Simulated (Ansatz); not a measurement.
## AgI in the zinc blende structure (space group F-43m, No. 216)

Space group F-43m (No. 216); a = b = c = 6.450 Å, α = β = γ = 90.00°

```
atom  site  symmetry       x       y       z
----  ----  --------  ------  ------  ------
Ag      4a      -43m  0.0000  0.0000  0.0000
I       4d      -43m  0.7500  0.7500  0.7500
```
(The calculation used a cell of 2 atoms; values per cell refer to that cell.)

The values are results of Ansatz (a quantum-chemistry and plane-wave program) PBEsol, no SOC, not measurements. Γ-centred 9×9×9 mesh, Fermi–Dirac width 0.05 eV.

The volume per atom is 33.54 Å³. The density is 5.81 g/cm³, the band gap comes out as 1.20 eV, direct at Γ and the electron mass is 0.15 mₑ. The hole mass (degenerate bands, along [100]) is 0.18, 0.68, 0.68 mₑ. The lowest conduction-band minima above the VBM is Γ 1.20 eV; L along ⟨111⟩ 2.64 eV. The total energy comes out as -7477.460 eV/atom (σ→0; compares only within this code and set-up).

Spin-orbit coupling, missing from the scalar runs, can matter with I. Masses are band curvatures over ±0.01 Å⁻¹ around the edge. Whether these cells are dynamically stable was not tested.
